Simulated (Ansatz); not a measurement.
Electronic density of states of amorphous Si$_{40}$P$_{4}$O$_{90}$, density 2.09 g/cm³, on a 2×2×2 Γ-centred mesh with a Gaussian width of 0.1 eV; energies count from the Fermi level, whose place inside the gap is arbitrary. Cell and mesh are small, so fine structure isn't converged. The numbers are results of PBE, scalar-relativistic without spin-orbit coupling (plane waves to 420 eV, PAW; Ansatz, an electronic-structure program), not measurements. Sampling: a 2×2×2 Γ-centred mesh; Fermi-Dirac width 0.02 eV; no spin polarisation. At PBE the levels at the filled edge of the gap are localised (band-tail or defect states), and the nearest spread-out levels lie 5.2 eV apart at the zone centre.

A CHGNet melt-quench gave the starting glass, which DFT then relaxed. O atoms were pushed apart under 1.9 Å during the dynamics, to hinder bonds among them. The hot cell started wider than the set density and was brought back towards it in steps. It is the lowest in DFT energy of 4 quenches. It is a model cell: composition and starting density were chosen by hand, and all elements were melted together. No dispersion term was used. Its density started from a set value of 2.17 and ended at 2.09 g/cm³. The simulated quench (nominally 280 K/ps over its main leg) is rapid and tends to freeze in more defects than a deposited or slowly cooled glass has. One small periodic cell is one sample of the glass; other quenches scatter about these values. Volume and shape were free in the relaxation.

(E - EF (eV), states/(eV atom)): (-12.00, 0.14); (-11.90, 0.13); (-11.80, 0.16); (-11.70, 0.21); (-11.60, 0.20); (-11.50, 0.17); (-11.40, 0.18); (-11.30, 0.18); (-11.20, 0.17); (-11.10, 0.21); (-11.00, 0.22); (-10.90, 0.18); (-10.80, 0.19); (-10.70, 0.18); (-10.60, 0.14); (-10.50, 0.18); (-10.40, 0.21); (-10.30, 0.20); (-10.20, 0.22); (-10.10, 0.21); (-10.00, 0.19); (-9.90, 0.22); (-9.80, 0.27); (-9.70, 0.25); (-9.60, 0.23); (-9.50, 0.20); (-9.40, 0.19); (-9.30, 0.21); (-9.20, 0.23); (-9.10, 0.26); (-9.00, 0.30); (-8.90, 0.37); (-8.80, 0.41); (-8.70, 0.41); (-8.60, 0.49); (-8.50, 0.54); (-8.40, 0.56); (-8.30, 0.53); (-8.20, 0.39); (-8.10, 0.34); (-8.00, 0.39); (-7.90, 0.37); (-7.80, 0.34); (-7.70, 0.38); (-7.60, 0.30); (-7.50, 0.15); (-7.40, 0.12); (-7.30, 0.23); (-7.20, 0.32); (-7.10, 0.33); (-7.00, 0.31); (-6.90, 0.27); (-6.80, 0.31); (-6.70, 0.37); (-6.60, 0.37); (-6.50, 0.34); (-6.40, 0.40); (-6.30, 0.50); (-6.20, 0.60); (-6.10, 0.64); (-6.00, 0.68); (-5.90, 0.72); (-5.80, 0.71); (-5.70, 0.68); (-5.60, 0.66); (-5.50, 0.74); (-5.40, 0.80); (-5.30, 0.80); (-5.20, 0.74); (-5.10, 0.81); (-5.00, 0.87); (-4.90, 0.82); (-4.80, 0.82); (-4.70, 0.84); (-4.60, 0.85); (-4.50, 0.88); (-4.40, 0.87); (-4.30, 0.78); (-4.20, 0.75); (-4.10, 0.72); (-4.00, 0.65); (-3.90, 0.66); (-3.80, 0.67); (-3.70, 0.64); (-3.60, 0.59); (-3.50, 0.58); (-3.40, 0.60); (-3.30, 0.44); (-3.20, 0.26); (-3.10, 0.13); (-3.00, 0.12); (-2.90, 0.19); (-2.80, 0.23); (-2.70, 0.14); (-2.60, 0.04); (-2.50, 0.00); (-2.40, 0.00); (-2.30, 0.03); (-2.20, 0.09); (-2.10, 0.09); (-2.00, 0.08); (-1.90, 0.06); (-1.80, 0.07); (-1.70, 0.02); (-1.60, 0.00); (-1.50, 0.00); (-1.40, 0.00); (-1.30, 0.00); (-1.20, 0.00); (-1.10, 0.00); (-1.00, 0.00); (-0.90, 0.00); (-0.80, 0.00); (-0.70, 0.00); (-0.60, 0.00); (-0.50, 0.00); (-0.40, 0.00); (-0.30, 0.00); (-0.20, 0.00); (-0.10, 0.00); (0.00, 0.00); (0.10, 0.00); (0.20, 0.00); (0.30, 0.00); (0.40, 0.00); (0.50, 0.00); (0.60, 0.00); (0.70, 0.00); (0.80, 0.00); (0.90, 0.00); (1.00, 0.00); (1.10, 0.00); (1.20, 0.00); (1.30, 0.00); (1.40, 0.00); (1.50, 0.00); (1.60, 0.00); (1.70, 0.01); (1.80, 0.01); (1.90, 0.02); (2.00, 0.03); (2.10, 0.03); (2.20, 0.03); (2.30, 0.05); (2.40, 0.04); (2.50, 0.03); (2.60, 0.02); (2.70, 0.03); (2.80, 0.05); (2.90, 0.07); (3.00, 0.09); (3.10, 0.10); (3.20, 0.08); (3.30, 0.07); (3.40, 0.09); (3.50, 0.09); (3.60, 0.10); (3.70, 0.13); (3.80, 0.15); (3.90, 0.16); (4.00, 0.16); (4.10, 0.19); (4.20, 0.19); (4.30, 0.19); (4.40, 0.20); (4.50, 0.24); (4.60, 0.25); (4.70, 0.28); (4.80, 0.32); (4.90, 0.34); (5.00, 0.33); (5.10, 0.35); (5.20, 0.39); (5.30, 0.41); (5.40, 0.45); (5.50, 0.49); (5.60, 0.49)

The level gap on this mesh is 3.61 eV; the broadening fills part of it in the curve.
